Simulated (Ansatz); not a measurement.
Checking a run of Ansatz (a first-principles code) on HPbBr (P4/nmm, 6 atoms in the cell). The aim is a self-consistent single point with DFT, PBE, plane waves, default PAW files.

Input:

Ansatz 0.2 input:
```yaml
crystal:
  lattice:
    - [4.16358300, 0.00000000, 0.00000000]
    - [0.00000000, 4.16358300, 0.00000000]
    - [0.00000000, 0.00000000, 7.34046800]
  atoms:
    - { symbol: Pb, position: [0.50000000, 0.00000000, 0.20580000] }
    - { symbol: Pb, position: [0.00000000, 0.50000000, 0.79420000] }
    - { symbol: Br, position: [0.50000000, 0.00000000, 0.64970000] }
    - { symbol: Br, position: [0.00000000, 0.50000000, 0.35030000] }
    - { symbol: H, position: [0.00000000, 0.00000000, 0.00000000] }
    - { symbol: H, position: [0.50000000, 0.50000000, 0.00000000] }
basis:
  ecutwfc: 420.0
kpoints:
  mp_grid: { grid: [8, 8, 5] }
hamiltonian:
  xc: pbe
  pseudopotentials: { kind: paw }
scf:
  occupations: { method: methfessel_paxton, width: 0.1 }
  max_iter: 40
  convergence: { dr2_threshold: 1.0e-22 eV }
output:
  forces: true
  eigenvalues: true
  stress: true
```

Output (repeated stretches shortened):

```
WARN ansatz: RAYON_NUM_THREADS=1 ignored (pool sized by the plan → 1); use --threads N
Pseudopotentials: kind: paw
Pseudopotential: Pb, paw, valence charge 14
Pseudopotential: Br, paw, valence charge 7
Pseudopotential: H, paw, valence charge 1
Crystal: 6 atoms, lattice volume = 127.250 Å³
Basis set: ecut = 420 eV, 2465 PW (Γ), exchange–correlation on 60×60×100 points (8 copies of the dense FFT grid, shifted against one another)
Bands: 28, of which v1, the nominal top of the filled ones, is band 22 counted from 1 (21 counted from 0)
Symmetry: 16 space group operations
Space group: P4/nmm (ITA 129), of the structure as read, at distance tolerance 5.0e-5 Å
k-points: 45 of 320
Initial density: superposition of atomic densities (neutral atoms: chi_scale 0, normalization atom), corrected by the library's trained network
Initial wavefunctions: pseudopotential atomic-orbital guess
Eigensolver: davidson
Functional: x = pbe(κ = 0.804, μ = 0.2195149727645171), c = pbe(β = 0.06672455060314922)
SCF iter   1: F=—  HF=-29412.241761 eV  |F-HF|=—  |Δ(HF+E_count)|=         —  Δρ=1.06e-3  dr2=1.13e-3  ethr=1.77e-3  ⟨swp⟩=7.2  Hψ=6037  notcnv=0
all-band conjugate gradients solve this SCF's bands
preconditioner: auto → Resta (q_TF=auto, 2.286 Å⁻¹)
SCF iter   2: F=—  HF=-29412.239821 eV  |F-HF|=—  |Δ(HF+E_count)|=   1.94e-3  S|Δr|=    0.00e0  Δρ=6.53e-4  dr2=5.42e-4  ethr=2.58e-6  ⟨swp⟩=2.9  Hψ=2791  notcnv=0
   [... lines left out ...]
SCF iter  17: F=—  HF=-29412.240211 eV  |F-HF|=—  |Δ(HF+E_count)|=  3.64e-12  S|Δr|=    0.00e0  Δρ=9.24e-13  dr2=6.89e-22  ethr=9.19e-19 (applied; sched 1.00e-12)  ⟨swp⟩=1.0  Hψ=1188  notcnv=0  defer=72
SCF iter  18: F=—  HF=-29412.240211 eV  |F-HF|=—  |Δ(HF+E_count)|=  3.64e-12  S|Δr|=    0.00e0  Δρ=3.44e-13  dr2=1.07e-22  ethr=9.19e-19 (applied; sched 1.00e-12)  ⟨swp⟩=1.0  Hψ=1188  notcnv=0  defer=72
SCF iter  19: F=-29412.240211 eV  HF=-29412.240211 eV  |F-HF|=7.28e-12  |Δ(HF+E_count)|=  7.28e-12  S|Δr|=    0.00e0  Δρ=1.53e-13  dr2=1.83e-23  ethr=1.00e-12  ⟨swp⟩=5.3  Hψ=2618  notcnv=0
SCF 1 converged in 19 iterations: F = -29412.240211 eV  dr2 = 1.83e-23
Stability not checked (fill_not_monotonic)
Free energy (F): -29412.240211 eV
Internal energy: -29412.240211 eV  (E = F + TS)
E sigma→0 (E₀):  -29412.240211 eV
Fermi energy:    7.440518 eV
--- Forces (eV/Å), atoms counted from 1 ---
  atom   1  Pb     0.00000000     0.00000000    -1.18690292
  atom   2  Pb     0.00000000     0.00000000     1.18690292
  atom   3  Br     0.00000000     0.00000000    -0.11842529
  atom   4  Br     0.00000000     0.00000000     0.11842529
   [... lines left out ...]
  atom   6  H      0.00000000     0.00000000     0.00000000
--- Stress (GPa, compression-positive) ---
        1.404428       0.000000       0.000000
        0.000000       1.404428       0.000000
        0.000000       0.000000       0.702582
  P = ⅓ Tr σ = 1.1705 GPa (11.705 kbar)
  The stress holds the Pulay correction. Without it, at fixed plane waves, as pw.x and ABINIT print it: P = 1.1260 GPa
```

Q: Can these results be used? Check the input.

A: The results can be used. The input holds a threshold far tighter than needed, beside a limit on iterations, which can do harm: each further decade of the residual costs iterations, and near the noise of double precision and of the grids the loop may never get there. Here it did none. The run converged in 19 iterations, and against the sound input the free energy hardly moves (within 1 meV/atom), the pressure stays at 1.17 GPa, the largest force stays at 1.187 eV/Å and the gap on the mesh stays at 1.826 eV. It cost iterations: the sound input took 7.

The sound input it was made from differs as follows (other fixes are possible):
```diff
-  max_iter: 40
-  convergence: { dr2_threshold: 1.0e-22 eV }
```

With that input, the run converged in 7 iterations: free energy E − TS (on the zero of these files) -29412.2402 eV; top of the valence band (on the code's own zero) 6.53 eV; gap on the k-point mesh 1.83 eV; pressure 1.17 GPa; largest force (vector length) 1.187 eV/Å (DFT, PBE, plane waves, default PAW files).

On the sound input: the starting cell was generated: these elements placed on a structure prototype, without a prior relaxation; it need not be a known phase or ordering of this composition. Spin-orbit coupling is off. Forces in this geometry exceed 1 eV/Å. Ansatz's pressure includes its estimate of the finite-basis (Pulay) stress.
